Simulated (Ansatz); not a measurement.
**Convergence study of the plane-wave cutoff for Pb (Fm-3m, 1 atom in the cell)**

```
Pb
1.0
    0.00000     2.46758     2.46758
    2.46758     0.00000     2.46758
    2.46758     2.46758     0.00000
Pb
1
Direct
  0.00000   0.00000   0.00000
```

Computed with PBE (plane waves, PAW; Ansatz, a quantum-chemistry and plane-wave program).

Base settings: basis.ecutwfc = 420 eV; kpoints.mp_grid.grid = 12 12 12; hamiltonian.xc = pbe; hamiltonian.pseudopotentials = {kind: paw} (the program's default PAW files); scf.occupations.method = gaussian; scf.occupations.width = 0.1 eV.

The second cell is the first with its lattice scaled by 0.98.

The mesh stays at the base's, so the ladder's end is converged at best in this setting alone.

The first pressure column holds Ansatz's estimate of the finite-basis (Pulay) stress, which hides part of the cutoff error; the other is without it.

Only quantities that move along the ladder and can be compared are tabulated.

The count of work is k-points × plane waves × bands × iterations; it is no time. 

The starting cell has typed, rounded lattice constants, without a prior relaxation at this level. Its lattice was rescaled by up to half a per cent. In the base run, with a pressure of about 3 GPa the cell is away from its equilibrium volume at this level.

Steps (basis.ecutwfc): 145 eV; 170 eV; 190 eV; 210 eV; 230 eV; 250 eV; 295 eV; 335 eV; 380 eV; 420 eV; 460 eV; 505 eV; 565 eV; 630 eV; 735 eV; 840 eV; 1010 eV.

**Question.** What is the coarsest basis.ecutwfc that holds the free energy within 1 meV/atom of the last step, with all finer ones?

**Answer.** 420 eV, at 0.29 of the last step's count of work; the step before is off by 1.4 meV/atom.

**Question.** What is the coarsest basis.ecutwfc that holds the pressure within 0.05 GPa of the last step, with all finer ones?

**Answer.** 335 eV, at 0.19 of the last step's count of work; the step before is off by 0.19 GPa.

**Question.** What is the coarsest basis.ecutwfc that holds the pressure without the Pulay estimate within 0.5 GPa of the last step, with all finer ones?

**Answer.** 335 eV, at 0.19 of the last step's count of work; the step before is off by 3.6 GPa.

| basis.ecutwfc | free energy less the last step's (meV/atom) | energy of the compressed cell less the first (meV/atom) | pressure (GPa) | pressure without the Pulay estimate (GPa) | count of work / last |
|---|---|---|---|---|---|
| 145 eV | 40807.70 | -61.56 | -12.30 | -710.76 | 0.062 |
| 170 eV | 16754.12 | 203.46 | 11.38 | -364.24 | 0.092 |
| 190 eV | 7805.23 | 169.75 | 3.91 | -200.69 | 0.079 |
| 210 eV | 3532.23 | 62.70 | 3.33 | -104.66 | 0.085 |
| 230 eV | 1526.53 | 44.57 | 2.22 | -51.27 | 0.12 |
| 250 eV | 634.61 | 46.94 | 2.46 | -23.14 | 0.13 |
| 295 eV | 59.77 | 55.17 | 3.34 | -0.46 | 0.16 |
| 335 eV | 4.68 | 53.20 | 3.14 | 2.82 | 0.19 |
| 380 eV | 1.40 | 53.19 | 3.15 | 3.13 | 0.25 |
| 420 eV | 0.83 | 53.19 | 3.15 | 3.12 | 0.29 |
| 460 eV | 0.35 | 53.20 | 3.15 | 3.14 | 0.30 |
| 505 eV | 0.19 | 53.20 | 3.15 | 3.15 | 0.35 |
| 565 eV | 0.14 | 53.20 | 3.15 | 3.15 | 0.44 |
| 630 eV | 0.08 | 53.20 | 3.15 | 3.15 | 0.50 |
| 735 eV | 0.05 | 53.20 | 3.15 | 3.15 | 0.64 |
| 840 eV | 0.03 | 53.20 | 3.15 | 3.15 | 0.79 |
| 1010 eV | 0.00 | 53.20 | 3.15 | 3.15 | 1.0 |

The energy difference between the two cells stays within 1 meV/atom of the last step's from 335 eV on, the total only from 420 eV on: much of the error is common to both cells and cancels.

At the lowest cutoff the pressure without the Pulay estimate lies 714 GPa under the last step's, the usual sign of Pulay stress in an incomplete plane-wave basis.

Keys are those of Ansatz 0.2.
